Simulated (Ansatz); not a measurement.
Base system: GaSb in the zinc blende structure (space group F-43m, No. 216; a = 6.132 Å). Axes: x, y, z lie along the cube axes.

Level of theory: DFT with r2SCAN, PAW potentials and a 500 eV plane-wave cutoff in Ansatz (an electronic-structure program), no spin-orbit coupling.

Perturbation: an isotropic linear strain of −0.50 %, atoms relaxed at fixed cell.

Predict the stress tensor and what it implies for the stiffness.

Stress of the strained cell less that of the base (GPa, compression positive):
```
   0.83    0.00    0.00
   0.00    0.83    0.00
   0.00    0.00    0.83
```

Then B = −ΔP/(ΔV/V₀) with ΔV/V₀ = -0.0149 gives secant stiffness values (nonlinear terms included at this strain): B ≈ 56 GPa.

Whether these cells are dynamically stable was not tested.
